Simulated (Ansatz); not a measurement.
# GaAs: uniaxial strain ε_zz = +5.69 %

Start from GaAs in the zinc blende structure (space group F-43m, No. 216; a = 5.659 Å). Axes: x, y, z lie along the cube axes.

It is then changed as follows: the cell is stretched by 5.69 % along z with no lateral relaxation, atoms relaxed at fixed cell.

Level of theory: Ansatz (an electronic-structure program) PBEsol, scalar-relativistic without spin-orbit coupling, earlier PAW set. Γ-centred 10×10×10 mesh, Fermi–Dirac width 0.05 eV.

The volume per atom grows by 1.29 Å³ to 23.95 Å³ and the energy grows by 24 meV/atom. The pressure (mean of the normal stresses, compression positive) goes from zero to -3.3 GPa and the band gap becomes zero (base: 0.42 eV). The stress (xx, yy, zz, yz, xz, xy; compression positive) comes out as (-2.2, -2.2, -5.7, 0.0, 0.0, 0.0) GPa (rough).

Without a gap, meshes like the base's 10×10×10 leave anisotropic stresses uncertain by several tenths of a GPa, and small strain energies with them. Stability against distortions was not tested. The final runs are not spin-polarised. A zero or small gap of GaAs under uniaxial strain ε_zz = +5.69 % can be the functional's error rather than a property of the material.
